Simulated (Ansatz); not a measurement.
The parent structure is Ca₂Si (space group Fm-3m, No. 225; a = 7.1600 Å; a model cell, its experimental status unchecked). Axes: x, y, z lie along the cube axes.

Level of theory: r2SCAN (Ansatz, a quantum-chemistry and plane-wave program; PAW; 500 eV plane waves; spin-orbit coupling left out).

Small strains at fixed cell, atoms relaxed; stresses less that of the base, compression positive, in the order xx, yy, zz, yz, xz, xy:

```csv
strain tensor components (%),stress (GPa)
"0.32, 0.08, -0.34, -0.49, -0.49, 0.60","-0.24, -0.06, 0.25, 0.21, 0.22, -0.27"
"0.00, 0.00, -1.75, 0.00, 0.00, 0.00","0.27, 0.27, 1.59, 0.00, 0.00, 0.00"
"0.65, -0.59, 0.51, -1.00, 0.10, 1.44","-0.53, 0.38, -0.43, 0.43, -0.06, -0.62"
"-0.73, -0.73, -0.73, 0.00, 0.00, 0.00","0.90, 0.90, 0.90, 0.00, 0.00, 0.00"
"1.15, 0.00, 0.00, 0.00, 0.00, 0.00","-1.00, -0.16, -0.16, 0.00, 0.00, 0.00"
"0.00, 1.24, 0.00, 0.00, 0.00, 0.00","-0.17, -1.08, -0.17, 0.00, 0.00, 0.00"
```

With σ_ii = C11 ε_ii + C12 (tr ε − ε_ii) and σ_ij = 2 C44 ε_ij (tension positive), least squares gives C11 ≈ 89 GPa, C12 ≈ 15.2 GPa and C44 ≈ 22 GPa (good to about 1 GPa or a few per cent; finite strains leave residuals up to 0.0 GPa). Then B = (C11 + 2 C12)/3 ≈ 40 GPa, C′ = (C11 − C12)/2 ≈ 37 GPa and the Zener ratio C44/C′ ≈ 0.6. The Born criteria for a cubic crystal are met. Phonon stability is a separate test, not made here.

Stability against distortions was not tested.
